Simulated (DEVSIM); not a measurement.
System: TaN/SiO2/p-Si capacitor, at 300 K.

| layer (left to right) | material | thickness (nm) | Na (cm⁻³) |
|---|---|---|---|
| 1 | SiO2 | 27.0 | - |
| 2 | Si | 4100 | 2e16 |

Metal gate on the left, work function 4.4 eV. Fixed charge at the semiconductor interface -9.1e11 cm⁻² (in units of +e); interface traps 1.6e11 cm⁻² eV⁻¹, uniform in energy, neutral level at 0.3 of the gap above the valence band.

Constants are typed, rounded textbook-type inputs, not results; the design itself was drawn at random and stands for no fabricated device. Values at 300 K.

| parameter | SiO2 | Si |
|---|---|---|
| gap (eV) | 9 | 1.124 |
| affinity (eV) | 0.9 | 4.05 |
| permittivity | 3.9 | 11.7 |
| Nc (cm⁻³) | - | 2.86e19 |
| Nv (cm⁻³) | - | 3.1e19 |

Simulated with DEVSIM: 1D Poisson equation in equilibrium, Boltzmann statistics, complete ionisation; no quantum confinement or tunnelling. Metal contacts follow the ideal Schottky-Mott rule: no Fermi-level pinning, no interface dipoles.

The substrate doping was swept, all else fixed.

```json
[
 {"substrate doping (cm^-3)": "1e15", "flat-band voltage (V)": "0.62", "minimum of the low-frequency capacitance (μF/cm²)": "0.0307"},
 {"substrate doping (cm^-3)": "2e15", "flat-band voltage (V)": "0.60", "minimum of the low-frequency capacitance (μF/cm²)": "0.0329"},
 {"substrate doping (cm^-3)": "4e15", "flat-band voltage (V)": "0.58", "minimum of the low-frequency capacitance (μF/cm²)": "0.0368"},
 {"substrate doping (cm^-3)": "1e16", "flat-band voltage (V)": "0.55", "minimum of the low-frequency capacitance (μF/cm²)": "0.0428"},
 {"substrate doping (cm^-3)": "2e16", "flat-band voltage (V)": "0.53", "minimum of the low-frequency capacitance (μF/cm²)": "?"},
 {"substrate doping (cm^-3)": "4e16", "flat-band voltage (V)": "0.50", "minimum of the low-frequency capacitance (μF/cm²)": "0.0558"}
]
```

Question: Some entries are withheld; supply them.

Answer: 
- 2e16, minimum of the low-frequency capacitance (μF/cm²): 0.0486
